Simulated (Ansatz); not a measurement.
**The (100) surface of fluorite-type CoSi2 in its 1x1 cell (cut with top plane Co, bottom plane 2 Si), outermost plane spacing 1.34 Å in the ideal cut**

Level of theory: PBE (plane waves to 420 eV, PAW; Ansatz, a quantum-chemistry and plane-wave program).

Set-up: 15 atoms, Co5Si10, 12.1 Å thick at the start; mesh 10x10x1; 0.1 eV smearing; dipole correction on; all atoms relaxed; start symmetry kept, larger cells not searched; no spin (magnetic order not tried), no spin-orbit, no U.

```yaml
surface energy (mean of two unlike faces): 2.30 J/m^2
surface energy before relaxation (mean of two unlike faces): 2.33 J/m²
work_function_of_the_top_face: 3.95 eV
energy_released_by_relaxation: 0.065 eV
cost: about 5 core-minutes (a rough figure)
```
